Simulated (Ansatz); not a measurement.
Base system: WC (space group P-6m2, No. 187; a = 2.913 Å, c = 2.835 Å; relaxed with 0.1 eV smearing). Axes: x lies along a and z along c of the hexagonal cell.

The values are results of Ansatz (a program for electronic structure) r2SCAN, scalar-relativistic without spin-orbit coupling, not measurements.

Strains are applied to the cell and any free atomic positions relax.

One change was made to it. Results:

```tsv
quantity	base	after
shortest interatomic distance	219.9 pm	219.1 pm
pressure (mean of the normal stresses, compression positive)	0.0 GPa	4.0 GPa
energy relative to the base (free energy F)	0 meV/atom	+2.5 meV/atom
band gap	zero	zero
```

### Question
Which of these changes matches the shifts?
A) uniaxial strain ε_xx = −1.50 %
B) uniaxial strain ε_xx = −0.50 %
C) uniaxial strain ε_xx = −2.50 %
D) uniaxial strain ε_xx = −1.00 %

### Answer
D, uniaxial strain ε_xx = −1.00 %. For comparison, the energy relative to the base in the other runs: uniaxial strain ε_xx = −0.50 % gives +0.6 meV/atom; uniaxial strain ε_xx = −2.50 % gives +16 meV/atom; uniaxial strain ε_xx = −1.50 % gives +5.6 meV/atom.

No phonon test of stability was made. All final runs are without spin polarisation.
